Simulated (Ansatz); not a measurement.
## TbSi₂ (I4₁/amd, No. 141; cell taken from a computed entry)

Computed with r²SCAN+rVV10 (Ansatz, a first-principles code, PAW).

Run with plane-wave cutoff 500 eV, 14×14×14 k mesh, Fermi–Dirac smearing 0.05 eV, spin-polarised start, scalar-relativistic PAW data made under PBE.

Cell: relaxed at this level.

* **equilibrium volume per atom**: 18.99 Å³/atom
* **equilibrium lattice constant a**: 4.077 Å
* **c axis length**: 13.710 Å

Note: the magnetic order was assumed, not searched for or taken from measurement; the relaxation could not lower the start's symmetry, so the cell can be a saddle point above a distorted one; the 4f shell is treated without U or exact exchange, so its levels and filling can be wrong.

Spin–orbit coupling is not included.

Computed values are for the static lattice.
